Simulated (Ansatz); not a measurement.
CuAu3 (I4/mmm, No. 139, 4 atoms in the cell; start mp-1184018; a measured phase of this formula has another space group) was calculated with LDA in Ansatz (PAW).

The input as run:

Ansatz 0.2 input:
```yaml
crystal:
  lattice:
    - [-1.9477913913, 1.9477913913, 3.9500159175]
    - [1.9477913913, -1.9477913913, 3.9500159175]
    - [1.9477913913, 1.9477913913, -3.9500159175]
  atoms:
    - { symbol: Cu, position: [0.0, 0.0, 0.0] }
    - { symbol: Au, position: [0.75, 0.25, 0.5] }
    - { symbol: Au, position: [0.25, 0.75, 0.5] }
    - { symbol: Au, position: [0.5, 0.5, 0.0] }
basis:
  ecutwfc: 520
  ecutrho_ratio: 4
  xc_grid: 2
kpoints:
  mp_grid: { grid: [20, 20, 20] }
hamiltonian:
  xc: lda
  dispersion: none
  pseudopotentials: { kind: paw }
scf:
  occupations: { method: fermi_dirac, width: 0.05 }
output:
  forces: true
  stress: true
  eigenvalues: true
relax:
  f_tol: 0.004
  escape_saddle: false
  max_steps: 80
  cell: { stress_tol: 0.02, fix: [volume] }
```

Output (set-up and result lines):

```
Relaxation: its limit of steps is 80 (relax.max_steps)
Crystal: 4 atoms, lattice volume = 59.944 Å³
Basis set: ecut = 520 eV, 1599 PW (Γ), exchange–correlation on 72×72×72 points (8 copies of the dense FFT grid, shifted against one another)
Bands: 46, of which v1, the nominal top of the filled ones, is band 38 counted from 1 (37 counted from 0)
Symmetry: 16 space group operations
Space group: I4/mmm (ITA 139), of the structure as read, at distance tolerance 3.9e-5 Å
k-points: 641 of 8000
Functional: x = slater, c = lda
SCF iter   1: F=—  HF=-45150.643177 eV  |F-HF|=—  |Δ(HF+E_count)|=         —  Δρ=1.51e-2  dr2=7.29e-2
SCF iter   2: F=—  HF=-45150.629352 eV  |F-HF|=—  |Δ(HF+E_count)|=   1.38e-2  Δρ=3.92e-3  dr2=5.91e-3
  ...
SCF 1 converged in 7 iterations: F = -45150.627030 eV  dr2 = 7.09e-8
Crystal: 4 atoms, lattice volume = 59.944 Å³
Initial density: handed on by an earlier stage of this run
SCF 2 converged in 6 iterations: F = -45150.627037 eV  dr2 = 8.06e-12
Crystal: 4 atoms, lattice volume = 59.944 Å³
SCF iter   6: F=-45150.627037 eV  HF=-45150.627037 eV  |F-HF|=1.46e-11  |Δ(HF+E_count)|=  1.46e-11  Δρ=4.63e-9  dr2=1.20e-14
SCF iter   7: F=-45150.627037 eV  HF=-45150.627037 eV  |F-HF|=7.28e-12  |Δ(HF+E_count)|=  7.28e-12  Δρ=1.24e-9  dr2=1.28e-15
SCF 3 converged in 7 iterations: F = -45150.627037 eV  dr2 = 1.28e-15
SCF converged after 7 iterations
Free energy (F): -45150.627037 eV
Internal energy: -45150.619247 eV  (E = F + TS)
E sigma→0 (E₀):  -45150.623142 eV
Fermi energy:    20.956466 eV
--- Forces (eV/Å), atoms counted from 1 ---
  atom   1  Cu    -0.00000000    -0.00000000    -0.00000000
  atom   2  Au    -0.00000000    -0.00000000    -0.00000000
  atom   3  Au     0.00000000    -0.00000000     0.00000000
  atom   4  Au     0.00000000    -0.00000000    -0.00000000
--- Stress (GPa, compression-positive) ---
        4.102816       0.000000      -0.000000
        0.000000       4.102816       0.000000
       -0.000000       0.000000       4.073964
  P = ⅓ Tr σ = 4.0932 GPa (40.932 kbar)
```

The cell is one volume of an energy–volume scan, off the minimum.

The PAW data were made under PBE.

Note: the run has no spin polarisation, so it can have missed a magnetic state. Note: the relaxation could not lower the start's symmetry, so the cell can be a saddle point above a distorted one.

The result took roughly 2.9 core-minutes.

A start named mp-… is a Materials Project structure, which need not be a measured phase.

Ansatz is an electronic-structure program.
